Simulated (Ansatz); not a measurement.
The parent structure is SnSe2 in the CdI2 type structure (space group P-3m1, No. 164; layered, stacked along the Cartesian z axis).

```
CELL_PARAMETERS angstrom
      3.79364     0.00000     0.00000
     -1.89682     3.28539     0.00000
      0.00000     0.00000     5.74382
ATOMIC_POSITIONS crystal
  Sn 0.00000 0.00000 0.00000
  Se 0.33333 0.66667 0.27602
  Se 0.66667 0.33333 0.72398
```

Cartesian axes are those of the cell as printed.

Method: PBEsol-D3(BJ) (Ansatz, an electronic-structure program, PAW, without spin-orbit coupling).

Strains are applied to the cell and any free atomic positions relax; under biaxial strain the out-of-plane vector relaxes too.

One change was made to it. Results:

The pressure (mean of the normal stresses, compression positive) goes from zero to -1.2 GPa; the shortest interatomic distance goes up by 0.021 Å, from 2.704 Å to 2.725 Å; the band gap stays zero.

**Question.** Which change produced these results?
A. biaxial strain −0.50 %, plane normal [001], relaxed out of plane
B. biaxial strain −1.00 %, plane normal [001], relaxed out of plane
C. biaxial strain +2.00 %, plane normal [001], relaxed out of plane
D. biaxial strain −1.50 %, plane normal [001], relaxed out of plane
E. biaxial strain +3.00 %, plane normal [001], relaxed out of plane

**Answer.** C, biaxial strain +2.00 %, plane normal [001], relaxed out of plane. For comparison, the shortest interatomic distance in the other runs: biaxial strain −0.50 %, plane normal [001], relaxed out of plane gives 2.699 Å; biaxial strain −1.00 %, plane normal [001], relaxed out of plane gives 2.694 Å; biaxial strain −1.50 %, plane normal [001], relaxed out of plane gives 2.689 Å; biaxial strain +3.00 %, plane normal [001], relaxed out of plane gives 2.737 Å.

The mesh was chosen for an insulator and is coarse for the gapless case. Stability against distortions was not tested. The final runs are not spin-polarised. Gaps under 0.05 eV, about the width of the smearing, are given as zero. The zero or small gap of SnSe2 can change with the level of theory.
